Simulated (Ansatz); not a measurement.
Take CsPbCl₃ in the cubic perovskite structure (space group Pm-3m, No. 221; a = 5.619 Å) as the base.

The values are results of Ansatz (a first-principles code), PBEsol, PAW, cutoff 420 eV, spin-orbit coupling left out, not measurements.

Base values:

| Quantity | Value |
|---|---|
| Hole mass | 0.17 mₑ (at R) |
| Width of the top valence band | 2.48 eV |
| Electron mass | 0.10, 0.83, 0.83 mₑ (at R) |

One thing is altered: every lattice vector is stretched by 2.40 %, atoms relaxed at fixed cell.

**Question.** Estimate the effect on the hole mass.

**Answer.** The hole mass goes from 0.17 mₑ (at R) to 0.21 mₑ (at R).

**Question.** Estimate the effect on the width of the top valence band.

**Answer.** The width of the top valence band drops by 0.505 eV (2.48 eV → 1.98 eV).

**Question.** Predict the new mean gap deformation potential ΔEg/Δln V.

**Answer.** The mean gap deformation potential ΔEg/Δln V is +4.0 eV.

**Question.** What happens to the electron mass?

**Answer.** The electron mass (degenerate bands, along [100]) changes from 0.10, 0.83, 0.83 mₑ (at R) to 0.12, 0.92, 0.92 mₑ (at R).

With Pb present, leaving out spin-orbit coupling can change the band edges. The cells carry an imposed strain or load. Masses are band curvatures over ±0.01 Å⁻¹ around the edge. Stability against distortions was not tested. Many cubic perovskites are stable only at high temperature; tilts and polar distortions were not tested. This is not the structure that CsPbCl3 has at room temperature and ambient pressure.
